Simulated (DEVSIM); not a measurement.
Device: Schottky contact on p-type Si, at 250 K.

Layer 1 from the left is Si, thickness (μm) 3.90, Na (cm⁻³) 1.3e15, τn (s) 1.6e-6, τp (s) 1.6e-6.

Left contact: Schottky, work function 4.574 eV, emission velocity 2.1e6 cm/s. Right contact: ohmic. Voltage is applied to the left contact. Recombination: SRH at mid-gap, Auger. Gap narrowing is on: ΔEg = 6.92 meV × (l + √(l² + 0.5)), l = ln(N/1.3e17 cm⁻³), shared equally by both band edges. Mobility is constant in doping.

Constants are typed, rounded textbook-type inputs, not results; the design itself was drawn at random and stands for no fabricated device. Values at 300 K; Nc and Nv go as T^1.5, mobilities as T to minus their exponent, the gap by Varshni's rule with the affinity fixed.

Si: gap (eV) 1.124, affinity (eV) 4.05, permittivity 11.7, Nc (cm⁻³) 2.86e19, Nv (cm⁻³) 3.1e19, μn (cm²/Vs) 1417, μp (cm²/Vs) 470, T exponent of μn 2.3, T exponent of μp 2.2, Cn (cm⁶/s) 2.8e-31, Cp (cm⁶/s) 9.9e-32, Varshni α (eV/K) 0.000473, Varshni β (K) 636.

Model (solved in DEVSIM): 1D drift-diffusion, Boltzmann statistics, complete ionisation; no tunnelling, impact ionisation, image-force lowering or self-heating. Metal contacts follow the ideal Schottky-Mott rule: no Fermi-level pinning, no interface dipoles.

Dark forward current:

```csv
|V| (V),|J| (A/cm²)
0.05,2.649e-5
0.10,0.0002904
0.15,0.002906
0.20,0.02846
0.25,0.2660
0.30,2.004
0.35,8.421
0.40,19.80
0.45,33.96
0.50,49.59
0.55,66.07
0.60,83.09
0.65,100.5
0.70,118.1
0.75,136.0
0.80,153.9
0.85,172.1
0.90,190.3
0.95,208.5
1.00,226.9
1.05,245.3
1.10,263.7
1.15,282.2
1.20,300.7
1.25,319.2
1.30,337.8
```

Question: Work out the local ideality factor n = ΔV / (kT/q · ln(J2/J1)) between the rows 0.10 and 0.15 V, 1.25 and 1.30 V.

Answer: kT/q = 21.54 mV. From 0.10 to 0.15 V: ln(0.002906/0.0002904) = 2.303, n = 1.01, near the 1 of diffusion or emission over a barrier. From 1.25 to 1.30 V: ln(337.8/319.2) = 0.057, n = 40.99; the layers' resistance at their doping, Σ W/(qμN) = 0.0027 Ω cm², would take 50 mV of this step of 50 mV.

Question: Estimate the current at 0.15 V for emission alone, J0 = q v N_band exp(−φB/kT), and read the barrier back from the simulated current.

Answer: φB = 0.612 eV, N_band = 2.36e19 cm⁻³, J0 = 3.61e-6 A/cm²; J = J0 (exp(qV/kT) − 1) = 0.00382 A/cm². The simulation gives 0.00291 A/cm²; the estimate lies 31 % above. Read backwards, the simulated current gives an apparent barrier of 0.618 eV. The estimate leaves out transport through the depletion region and minority injection.
